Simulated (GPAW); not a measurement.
Worked example: self-consistent single point of Eu (Im-3m, 1 atom in the cell) in GPAW.

Method: PBE, GPAW PAW datasets PBE (gpaw-data 1.0.1) (plane waves; GPAW 25.7.0).

```yaml
crystal:
  lattice:
    - [-2.27855, 2.27855, 2.27855]
    - [2.27855, -2.27855, 2.27855]
    - [2.27855, 2.27855, -2.27855]
  atoms:
    - { symbol: Eu, position: [0.00000, 0.00000, 0.00000], spin: 7.0 }
```
(The spins are starting values, not results.)

Reference input (self-consistent single point, DFT PBE, plane waves, GPAW PAW datasets PBE (gpaw-data 1.0.1)): spinpol = true; mode = pw; ecut = 850 eV; xc = PBE; kpts = 5 5 5; mesh shift (steps) = 0 0 0; occupations.name = methfessel-paxton; occupations.width = 0.1 eV; occupations.order = 0; nbands = -5; symmetry.symmorphic = false; symmetry.tolerance = 0.0005. This run's input differs from it in these lines:

```diff
@@ -16,3 +16,3 @@
             xc='PBE',
-            kpts=(5, 5, 5),
+            kpts={'size': (2, 2, 2), 'gamma': True},
             occupations={'name': 'methfessel-paxton', 'width': 0.1, 'order': 0},
```

Log, with long lists cut:

```
     iter     time        total  log10-change:  magmom
                         energy   eigst   dens
iter:   1 --:--:--   -11.302853                   +7.0164
iter:   2 --:--:--    -9.858235   -0.98  -0.92    +6.0043
iter:   3 --:--:--   -10.135188   -1.74  -1.72    +6.3336
iter:   4 --:--:--   -10.294616   -2.42  -1.93    +6.9828
iter:   5 --:--:--   -10.794488   -1.00  -1.95    +7.3290
   [... 23 lines left out ...]
iter:  29 --:--:--   -10.252582   -3.52  -2.48    +6.9232
iter:  30 --:--:--   -10.183536   -2.51  -2.86    +6.1116
iter:  31 --:--:--   -10.262478   -2.47  -2.20    +7.1290
   [... lines left out ...]
iter: 120 --:--:--   -10.201561   -2.87  -2.32    +6.2266

Did not converge!

Here are some tips:

1) Make sure the geometry and spin-state is physically sound.
2) Use less aggressive density mixing.
3) Solve the eigenvalue problem more accurately at each scf-step.
4) Use a smoother distribution function for the occupation numbers.
5) Try adding more empty states.
6) Use enough k-points.
7) Don't let your structure optimization algorithm take too large steps.
8) Solve the Poisson equation more accurately.
9) Better initial guess for the wave functions.

See details here:

    https://gpaw.readthedocs.io/documentation/convergence.html
Traceback (most recent call last):
   [... frames left out ...]
gpaw.KohnShamConvergenceError: Did not converge!  See text output for help.
```

The run ended unconverged after 120 iterations. 

The starting cell has typed, rounded lattice constants, without a prior relaxation at this level. Its lattice was rescaled by up to half a per cent.

Cost on one core of a shared machine: roughly 2 min.
